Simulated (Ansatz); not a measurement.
## Ga2O3: band gap against strain

Ga2O3 (corundum, R-3c, 9.707 Å³/atom at rest, c along z) under an equal strain ε in the (0001) plane with the normal axis free, as in a coherent film. PBEsol in Ansatz, a plane-wave DFT program (PAW, default set), 420 eV, 8×8×8 Γ-centred mesh, Fermi-Dirac smearing 0.05 eV; ions are relaxed within the symmetry of each cell. Gaps are the smallest over the k-mesh and a band path, without spin-orbit coupling; in all rows the valence edge lies at about 0.4 Å⁻¹ from Γ and the conduction edge at Γ.

Here s stands for strain and Eg for gap.

```
strain (%)  gap (eV)
----------  --------
-3.00              ?
-2.25           2.99
-1.50           2.91
-0.75           2.81
0.00            2.70
```

Task: Fit Eg against s with a straight line, and predict the withheld value at s = -3.00.

Result: Means: s -1.1250, Eg 2.853. About the means, the sum of products is -0.36375 and the sum of squares of s is 2.8125; the slope is their ratio. Least squares gives Eg = 2.707 - 0.1293·s. Residuals (row less fit): -0.008, 0.009, 0.006, -0.007; standard error 0.011 (degrees of freedom: 2). Over these rows the gap moves by -13 ± 0.6 eV per unit strain. At the withheld row, Eg = 2.707 - 0.1293 × (-3.00) = 3.095 eV. The calculation gives 3.06 eV, 0.035 eV below the prediction (9.7 % of the range of Eg in the table). The row lies outside the fitted rows, so this is an extrapolation. From the scatter of the fitted rows alone, a prediction at this place has a standard error of 0.017 eV, so the miss is 2.1 times that.

One order more, fitted to all 5 runs of the series, follows each within 0.01, so the miss is the next term of a smooth law. Ga2O3 is here the metastable α form; monoclinic β is stable. Rows are the converged runs of the series near zero and its far end; series whose fitted rows scatter by over a few per cent of the range, as at a crossing or softening among them, aren't shown in this form. Most that stay on the fit to the last digits aren't either.
